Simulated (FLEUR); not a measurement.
A self-consistent single point of V3Pt (Pm-3m, 4 atoms in the cell) with FLEUR.

Computed with LDA (Perdew-Zunger), all-electron FLAPW (FLEUR), scalar-relativistic valence run with FLEUR.

```xyz
4
Lattice="3.8107 0.0000 0.0000 0.0000 3.8107 0.0000 0.0000 0.0000 3.8107" Properties=species:S:1:pos:R:3 pbc="T T T"
V      1.9053     1.9053     0.0000
V      0.0000     1.9053     1.9053
V      1.9053     0.0000     1.9053
Pt     0.0000     0.0000     0.0000
```
Moments meant for the start (each program seeds them in its own way; μB, in the order of the atoms V V V Pt): 2.0 2.0 2.0 0.0.

Reference input (self-consistent single point, DFT, PBEsol, all-electron FLAPW (FLEUR), scalar-relativistic valence): Kmax = 4.2 1/bohr; GmaxXC = 12.6 1/bohr; xcFunctional = PBEs; jspins = 2; l_soc = F; mode = gauss; fermiSmearingEnergy = 0.00499791 Htr; mesh (inpgen div1-3) = 7 7 7; inpgen gamma flag = false; Gmax = 12.6 1/bohr; numbands = 0; maxIterBroyd = 15. This run's input differs from it in these lines:

```diff
@@ -16,3 +16,3 @@
 &comp jspins=2 /
-&exco xctyp='PBEs' /
+&exco xctyp='pz' /
 &kpt div1=7 div2=7 div3=7 /
@@ -29,3 +29,3 @@
       <coreElectrons ctail="T" frcor="F" kcrel="0" coretail_lmax="0"/>
-      <xcFunctional name="PBEs" relativisticCorrections="F"/>
+      <xcFunctional name="pz" relativisticCorrections="F"/>
       <magnetism jspins="2"/>
```

Output, abridged:

```
 Iteration:     1   Distance:      23.91943355 me/bohr^3
 Iteration:     2   Distance:      20.29510508 me/bohr^3
 Iteration:     3   Distance:      18.84378510 me/bohr^3
 Iteration:     4   Distance:      11.57053036 me/bohr^3
 Iteration:     5   Distance:       9.88934151 me/bohr^3
   [... 27 lines left out ...]
 Iteration:    33   Distance:       0.00004458 me/bohr^3
 Iteration:    34   Distance:       0.00001973 me/bohr^3
 Iteration:    35   Distance:       0.00001441 me/bohr^3
 Iteration:    36   Distance:       0.00000617 me/bohr^3
 Run finished successfully
 Stop message:
   Structural relaxation: Done

[file out, last iteration]
             iter=     37
[...]
          total density-effective poten   -3.6930851015E+04
          total charge density-energy d   -4.7738877952E+02
 Updated energy parameters for spin:           1
 Updated energy parameters for spin:           2
[...]
 fermi energy and band-weighting factors:
    0.793431    0.793431

[...]
FERMIE:
          first approx. to ef    (T=0)  :   0.447696 htr   (energy of the highest occ. eigenvalue)
          number of occ. states  (T=0)  :       1083
          first approx. to seigv (T=0)  : -28.501732 htr
          sum of weights of occ. states :  55.061224
          sum of semicore charge        :   0.000000 e
          fermi energy=   0.44681 har   work function= -12.15821 ev
   [... lines left out ...]
          total moment                 =     0.00000
 Direct bandgap for spin            1 :    1.0578775146719566E-003  Htr
 Direct bandgap for spin            2 :    1.0578772489213684E-003  Htr
 ---->    free energy=                    -21278.7351106486 htr
   [... lines left out ...]
 ***** TOTAL FORCES ON ATOMS *****
 TOTAL FORCE FOR ATOM TYPE=  1  X=  3.601   Y=  3.601   Z=  0.000
                       FX_TOT= 0.000000 FY_TOT= 0.000000 FZ_TOT= 0.000000
 TOTAL FORCE FOR ATOM TYPE=  2  X=  0.000   Y=  0.000   Z=  0.000
                       FX_TOT= 0.000000 FY_TOT= 0.000000 FZ_TOT= 0.000000
 Structural relaxation: Done
```

The run converged in 36 iterations. FLEUR gives forces in its relaxation mode, with a further iteration, so its stop message speaks of a relaxation. 

The starting cell comes from a database of computed structures (which also holds hypothetical and non-ambient phases and stackings), without a prior relaxation at this level. Its lattice was rescaled by a random factor within 2.5 % of one. Spin-orbit coupling is off. The starting moments vanished: the run ended non-magnetic, which need not be the lowest state. Values depend on the basis (sphere radii, cutoffs, local orbitals), which need not be converged. The log's line on a gap gives a spacing of levels on this mesh, which the program prints for metals too.

Cost on one core of a shared machine: roughly 4 min.
